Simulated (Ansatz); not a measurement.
# H on the 1x1 (110) surface of 3C silicon carbide (cut with top plane C + Si), one in a 2x2 cell, started at the site 'top C'

Host crystal: 3C silicon carbide, with a band gap (PBE, scalar-relativistic without spin-orbit coupling).

Level of theory: r2SCAN, at the PBE geometry and the start's symmetry (plane waves to 500 eV, PAW; Ansatz, a quantum-chemistry and plane-wave program).

Model: 49-atom slab, 7.7 Å thick at the start under the adsorbate (thin: gaps and levels are the slab's own), 3x3x1 mesh, Fermi-Dirac 0.01 eV, dipole correction, single point; on the structure that PBE left under its start's symmetry; spin-polarised, ending with about 0.1 μB a cell, a value that depends on the mesh; orders that need a larger cell were not tried, no spin-orbit, no U, no dispersion correction. The slab shows no gap over 0.04 eV on its mesh. The program's check for a lower electronic state was not made. At the end it is bonded to C. In PBE it is, or lies within 0.03 eV of, the lowest of the starts that converged; the order may differ at this level.

```json
{
 "adsorption energy against ½ H2(g) at the same level": "-1.17 eV",
 "work_function_of_the_top_face": "3.82 eV",
 "change_of_the_step_from_the_bottom_to_the_top_vacuum_level_against_the_clean_slab": "-1.02 eV",
 "height of the binding atom over the mean of the host atoms within 0.3 Å of the top one": "0.967 Å",
 "nearest_host_atoms_of_the_binding_atom": "C at 1.10 Å, Si at 2.49 Å, Si at 2.49 Å",
 "note": "in the relaxation the adsorbate left its starting site by 0.6 Å",
 "cost": "about 11 core-minutes (a rough figure)"
}
```

A negative adsorption energy means that the adsorbate is more stable on the surface than in its reference.
